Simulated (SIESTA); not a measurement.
# Worked example: self-consistent single point of Bi (R-3m, 2 atoms in the cell) in SIESTA

Computed with SIESTA with GGA PBE, numerical atomic orbitals DZP, PseudoDojo PBE standard norm-conserving potentials (rewritten from UPF to PSML).

Input:

```
# files in the folder: Bi.psml (PseudoDojo PBE standard)
SystemName  Bi
SystemLabel bi

NumberOfAtoms                2
NumberOfSpecies              1
%block ChemicalSpeciesLabel
  1 83 Bi
%endblock ChemicalSpeciesLabel
LatticeConstant              4.746544 Ang
%block LatticeVectors
     0.877653210   -0.479296094    0.000000000
     0.877653210    0.479296094    0.000000000
     0.615904330    0.000000000    0.787820895
%endblock LatticeVectors
AtomicCoordinatesFormat      Bohr
%block AtomicCoordinatesAndAtomicSpecies
     4.976939836    0.000000000    1.653559134  1
    16.292033823   -0.000000000    5.412932890  1
%endblock AtomicCoordinatesAndAtomicSpecies

XC.functional                GGA
XC.authors                   PBE
PAO.BasisSize                DZP
PAO.EnergyShift              0.01 Ry
MeshCutoff                   350 Ry
%block kgrid.MonkhorstPack
    6   0   0  0.0
    0   6   0  0.0
    0   0   6  0.0
%endblock kgrid.MonkhorstPack
OccupationFunction           FD
ElectronicTemperature        100.0 meV

MaxSCFIterations             150
SCF.Mixer.Method             Pulay
SCF.Mixer.Weight             0.1
SCF.Mixer.History            6
SCF.DM.Tolerance             1.0E-05
Diag.ParallelOverK           true
WriteForces                  true
Charge.Mulliken              end
```

Log, with long lists cut:

```
reinit: Reading from file input.fdf

reinit: System Name: Bi
reinit: System Label: bi

coor:   Atomic-coordinates input format  =     Cartesian coordinates
coor:                                            (in Bohr units)

siesta: Atomic coordinates (Bohr) and species
siesta:      4.97694   0.00000   1.65356  1        1
siesta:     16.29203  -0.00000   5.41293  1        2

siesta: System type = bulk

initatomlists: Number of atoms, orbitals, and projectors:      2    36    52

siesta: ******************** Simulation parameters ****************************
redata: Spin configuration                          = none
redata: Time-Reversal Symmetry                      = T
redata: Number of Atomic Species                    =        1
redata: Mesh Cutoff                                 =   350.0000 Ry
redata: Net charge of the system                    =     0.0000 |e|
redata: Min. number of SCF Iter                     =        0
redata: Max. number of SCF Iter                     =      150
redata: SCF convergence failure will abort job
redata: SCF mix quantity                            = Hamiltonian
redata: Mix DM or H after convergence               =   F
redata: Recompute H after scf cycle                 =   F
redata: Mix DM in first SCF step                    =   T
redata: No kicks to SCF
redata: DM Mixing Weight for Kicks                  =     0.5000
redata: Require Harris convergence for SCF          =   F
redata: Harris energy tolerance for SCF             =     0.000100 eV
redata: Require DM convergence for SCF              =   T
redata: DM tolerance for SCF                        =     0.000010
redata: Require EDM convergence for SCF             =   F
redata: EDM tolerance for SCF                       =     0.001000 eV
redata: Require H convergence for SCF               =   T
redata: Hamiltonian tolerance for SCF               =     0.001000 eV
redata: Require (free) Energy convergence for SCF   =   F
redata: (free) Energy tolerance for SCF             =     0.000100 eV
redata: Using DFT-D3 dispersion                     =   F
redata: Using Saved Data (generic)                  =   F
redata: Method of Calculation                       = Diagonalization
redata: Electronic Temperature                      =  1160.4518 K
redata: Number of TDED substeps                     =        3
redata: Dynamics option                             = Single-point calculation
redata: Save all siesta data in one NC              =   F
redata: ***********************************************************************

%block SCF.Mixers
  Pulay
%endblock SCF.Mixers

%block SCF.Mixer.Pulay
  # Mixing method
  method pulay
  variant stable

  # Mixing options
  weight 0.1000
  weight.linear 0.1000
  history 6
%endblock SCF.Mixer.Pulay

DM_history_depth set to one: no extrapolation allowed by default for geometry relaxation
Size of DM history Fstack: 1
Total number of electrons:    30.000000
Total ionic charge:    30.000000

* ProcessorY, Blocksize:    1  37

* Orbital distribution balance (max,min):    36    36

k-point displ. along   1 input, could be:     0.00    0.50
k-point displ. along   2 input, could be:     0.00    0.50
k-point displ. along   3 input, could be:     0.00    0.50
 Kpoints in:          144 . Kpoints trimmed:          132

siesta: k-grid: Number of k-points = 132
siesta: k-points from Monkhorst-Pack grid
siesta: k-cutoff (effective) =    13.650 Ang
siesta: k-point supercell and displacements
siesta: k-grid:     6     0     0      0.000
siesta: k-grid:     0     6     0      0.000
siesta: k-grid:     0     0     6      0.000

diag: Algorithm                                     = D&C
diag: Parallel over k                               =   F
diag: Use parallel 2D distribution                  =   F
diag: Parallel block-size                           = 37
diag: Parallel distribution                         =     1 x     1
diag: Used triangular part                          = Lower
diag: Absolute tolerance                            =  0.100E-15
diag: Orthogonalization factor                      =  0.100E-05
diag: Memory factor                                 =  1.0000

superc: Internal auxiliary supercell:     5 x     5 x     5  =     125
superc: Number of atoms, orbitals, and projectors:    250   4500   6500

                        Single-point calculation

superc: Internal auxiliary supercell:     5 x     5 x     5  =     125
superc: Number of atoms, orbitals, and projectors:    250   4500   6500

outcell: Unit cell vectors (Ang):
        4.165820   -2.275000    0.000000
        4.165820    2.275000    0.000000
        2.923417    0.000000    3.739427

outcell: Cell vector modules (Ang)   :    4.746544    4.746544    4.746544
outcell: Cell angles (23,13,12) (deg):     57.2789     57.2789     57.2789
outcell: Cell volume (Ang**3)        :     70.8789
new_DM -- step:     1
Initializing Density Matrix...

Attempting to read DM from file... Failed...
DM filled with atomic data:

InitMesh: MESH = 48 x 48 x 48 = 110592
InitMesh: Mesh cutoff (required, used) =   350.000   407.434 Ry

stepf: Fermi-Dirac step function

        iscf     Eharris(eV)        E_KS(eV)     FreeEng(eV)     dDmax    Ef(eV) dHmax(eV)
   scf:    1    -4452.173659    -4449.579726    -4449.589918  0.481225 -2.961443  2.730561
   scf:    2    -4449.712294    -4449.646842    -4449.656926  0.015048 -3.009914  2.343285
   scf:    3    -4449.948583    -4449.823647    -4449.833297  0.073363 -3.295584  0.082755
   scf:    4    -4449.824694    -4449.824512    -4449.834174  0.006642 -3.318565  0.146171
   scf:    5    -4449.825554    -4449.825173    -4449.834861  0.004575 -3.296439  0.021589
   scf:    6    -4449.825208    -4449.825194    -4449.834885  0.000980 -3.295971  0.002957
   scf:    7    -4449.825194    -4449.825194    -4449.834886  0.000041 -3.295996  0.002886
   scf:    8    -4449.825194    -4449.825194    -4449.834886  0.000102 -3.295788  0.000059
   scf:    9    -4449.825194    -4449.825194    -4449.834886  0.000003 -3.295782  0.000022

SCF Convergence by DM+H criterion
max |DM_out - DM_in|         :     0.0000025718
max |H_out - H_in|      (eV) :     0.0000215508
SCF cycle converged after 9 iterations

Using DM_out to compute the final energy and forces

siesta: E_KS(eV) =            -4449.8252

siesta: E_KS - E_eggbox =     -4449.8252

siesta: Atomic forces (eV/Ang):
     1    0.242094   -0.000000    0.080434
     2   -0.242094    0.000000   -0.080434
   Tot   -0.000000    0.000000    0.000000
   Max    0.242094
   Res    0.147285    sqrt( Sum f_i^2 / 3N )
   Max    0.242094    constrained

Stress tensor Voigt[x,y,z,yz,xz,xy] (kbar):      -21.29      -21.12      -21.14       -0.00       -0.06       -0.00
(Free)E + p*V (eV/cell)    -4448.8978
Target enthalpy (eV/cell)    -4449.8349

siesta: Program's energy decomposition (eV):
siesta: Ebs     =      -613.014053
siesta: Eions   =      4875.338477
siesta: Ena     =       277.538360
siesta: Ekin    =      2118.080024
siesta: Enl     =      -829.276116
siesta: Eso     =         0.000000
siesta: Edftu   =         0.000000
siesta: DEna    =        22.599134
siesta: DUscf   =         0.521746
siesta: DUext   =         0.000000
siesta: Ex      =     -1091.013933
siesta: Ec      =       -72.935932
siesta: Exc     =     -1163.949865
siesta: Eharris =     -4449.825194
siesta: Etot    =     -4449.825194
siesta: FreeEng =     -4449.834886

siesta: Atomic forces (eV/Ang):
siesta:      1    0.242094   -0.000000    0.080434
siesta:      2   -0.242094    0.000000   -0.080434
siesta: ----------------------------------------
siesta:    Tot   -0.000000    0.000000    0.000000

siesta: Stress tensor (static) (eV/Ang**3):
siesta:    -0.013287   -0.000000   -0.000035
siesta:    -0.000000   -0.013183    0.000000
siesta:    -0.000035   -0.000000   -0.013194

siesta: Cell volume =         70.878882 Ang**3

siesta: Pressure (static):
siesta:                Solid            Molecule  Units
siesta:           0.00014400          0.00022644  Ry/Bohr**3
siesta:           0.01322132          0.02079102  eV/Ang**3
siesta:          21.18289206         33.31089251  kBar

mulliken: Atomic and Orbital Populations:

Species: Bi
Atom  Qatom  Qorb
               6s      6s      6py     6pz     6px     6py     6pz     6px
               5dxy    5dyz    5dz2    5dxz    5dx2-y2 6dxy    6dyz    6dz2
               6dxz    6dx2-y2
   1 15.000   1.688   0.102   0.764   0.780   0.904   0.161   0.154   0.092
              2.002   1.997   2.004   1.999   2.001   0.065   0.091   0.037

              0.094   0.064
   2 15.000   1.688   0.102   0.764   0.780   0.904   0.161   0.154   0.092
              2.002   1.997   2.004   1.999   2.001   0.065   0.091   0.037

              0.094   0.064

mulliken: Qtot =       30.000

Mulliken Atomic Populations:
Atom #   charge [q] valence [e]  Species
     1     0.000000   15.000000  Bi
     2    -0.000000   15.000000  Bi
 Total     0.000000
```

The run converged in 9 iterations.

The starting cell has typed, rounded lattice constants, without a prior relaxation at this level. Values carry the incompleteness of an atom-centred basis.
